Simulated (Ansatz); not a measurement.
For fluorite HfO2 (high-temperature phase), PBE-D3(BJ) (Ansatz, a quantum-chemistry and plane-wave program, plane waves, PAW) gives:

- equilibrium lattice constant a = 5.072 Å
- bulk modulus B0 = 254 GPa
- band gap = 3.78 eV
- elastic constant C11 = 561 GPa
- elastic constant C44 = 67.7 GPa
- polycrystal shear modulus = 114 GPa

**Question.** What does r²SCANh (plane waves, PAW; Ansatz) give for the same quantities?

**Answer.** 
- lattice constant a: 5.050 Å (falls by 0.4 %)
- bulk modulus: 277 GPa (grows by 9.1 %)
- band gap: 5.19 eV (goes up by 1.41 eV)
- elastic constant C11: 613 GPa (increases by 9.3 %)
- elastic constant C44: 78.0 GPa (goes up by 15 %)
- Voigt–Reuss–Hill shear modulus: 128 GPa (grows by 12 %)

For comparison: bulk modulus 242 ± 16 GPa (measured, room temperature, no zero-point or thermal correction, nanocrystalline cubic HfO2, second-order Birch-Murnaghan; as tabulated in High-pressure structural stability, equation of state, and thermal expansion …).

Changes are worked out from the printed values.

Unless a cell is named, each level is at its own relaxed cell (PBE-D3(BJ) 10.88, r²SCANh 10.73 Å³/atom).

Levels without +SOC leave out spin–orbit coupling, which shifts energies and cells of such heavy elements.

Spin–orbit coupling is included only where a level's name says +SOC; with heavier elements it mostly lowers gaps and can invert bands. Density-functional gaps are differences of (generalised) Kohn–Sham levels.

Caveats: symmetry holds this phase in the static calculation, where it need not be a minimum (PBE-D3(BJ), r²SCANh); the dispersion coefficients are held fixed in the derivatives (PBE-D3(BJ)). Ansatz's density-functional and Hartree–Fock values are scalar-relativistic unless marked +SOC, with PAW data made under PBE.
